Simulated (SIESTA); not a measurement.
Band structure of ZrCrW (Imma, 6 atoms in the cell).

```yaml
crystal:
  lattice:
    - [-2.60085, 2.66597, 3.68561]
    - [2.60085, -2.66597, 3.68561]
    - [2.60085, 2.66597, -3.68561]
  atoms:
    - { symbol: Zr, position: [0.37314, 0.12314, 0.25000] }
    - { symbol: Zr, position: [0.62686, 0.87686, 0.75000] }
    - { symbol: Cr, position: [0.00000, 0.50000, 0.00000] }
    - { symbol: Cr, position: [0.00000, 0.00000, 0.50000] }
    - { symbol: W, position: [0.50000, 0.50000, 0.00000] }
    - { symbol: W, position: [0.00000, 0.50000, 0.50000] }
```

Method of the run: LDA PW92, numerical atomic orbitals TZP, PseudoDojo LDA standard norm-conserving potentials (rewritten from UPF to PSML) run with SIESTA.

Settings: XC.functional = LDA; XC.authors = PW92; potentials = PseudoDojo LDA standard; PAO.BasisSize = TZP; PAO.EnergyShift = 0.01 Ry; MeshCutoff = 350 Ry; kgrid.MonkhorstPack = 4 4 4; OccupationFunction = FD; ElectronicTemperature = 1578.21 K; MaxSCFIterations = 150; SCF.Mixer.Method = Pulay; SCF.Mixer.Weight = 0.2; SCF.Mixer.History = 6; SCF.DM.Tolerance = 1.0E-05.

The starting cell comes from a database of computed structures (which also holds hypothetical and non-ambient phases and stackings), without a prior relaxation at this level. Spin-orbit coupling is off. Spin polarisation is off. Values carry the incompleteness of an atom-centred basis.

Levels in eV from the Fermi level, bands 38 to 43:
| point | 38 | 39 | 40 | 41 | 42 | 43 |
|---|---|---|---|---|---|---|
| Γ | 0.20 | 0.34 | 0.59 | 0.76 | 0.80 | 0.91 |
| X | -0.95 | -0.61 | -0.51 | -0.26 | 0.32 | 0.58 |
| L | -0.72 | -0.63 | -0.54 | -0.23 | -0.22 | 0.58 |
| T | -1.11 | -0.91 | -0.91 | -0.31 | -0.31 | 1.23 |
| W | -0.80 | -0.54 | -0.54 | -0.19 | -0.19 | 0.71 |
| R | -0.76 | -0.57 | -0.52 | 1.03 | 1.04 | 1.11 |
| X1 | -0.95 | -0.61 | -0.51 | -0.26 | 0.32 | 0.58 |
| Z | -0.89 | -0.86 | -0.77 | -0.31 | -0.27 | 0.89 |
| Y | -0.99 | -0.81 | -0.43 | -0.19 | 0.12 | 0.66 |
| S | -1.00 | -0.82 | -0.81 | 0.82 | 1.01 | 1.33 |
| L1 | -0.72 | -0.63 | -0.54 | -0.23 | -0.22 | 0.58 |
| Y1 | -0.99 | -0.81 | -0.43 | -0.19 | 0.12 | 0.66 |

Bands cross the Fermi level along this path, so the cell is metallic at this level.

Higher empty bands are left out: an atom-centred basis made for the valence describes them poorly.
